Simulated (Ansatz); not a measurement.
# A computed series for Lu: pressure series

Take Lu in the hcp (Mg type) structure (space group P6_3/mmc, No. 194; a = 3.445 Å, c = 5.349 Å) as the base.

Cell and atoms are relaxed at each pressure.

Method: PBEsol (Ansatz, a first-principles code), no SOC.

Two rows of this table had their results exchanged by mistake.

| pressure | volume per atom (Å³) | shortest distance (Å) | band gap |
|---|---|---|---|
| pressure −2 GPa | 28.69 | 3.382 | zero |
| pressure −1 GPa | 28.06 | 3.356 | zero |
| pressure 0.9 GPa | 22.16 | 3.114 | zero |
| pressure 2.1 GPa | 26.44 | 3.289 | zero |
| pressure 4.5 GPa | 25.42 | 3.247 | zero |
| pressure 9 GPa | 23.84 | 3.181 | zero |
| pressure 15 GPa | 27.02 | 3.314 | zero |
| pressure 22.5 GPa | 20.56 | 3.047 | zero |
| pressure 30 GPa | 19.34 | 2.995 | zero |

**Question.** Which two?

**Answer.** The rows for pressure 0.9 GPa and pressure 15 GPa: the volume has to fall steadily with pressure, so 27.02 Å³ belongs to pressure 0.9 GPa and 22.16 Å³ to pressure 15 GPa.

Load acts through the strain it causes; cell and atoms are relaxed under it. Whether these cells are dynamically stable was not tested. No other phases were tried under pressure.
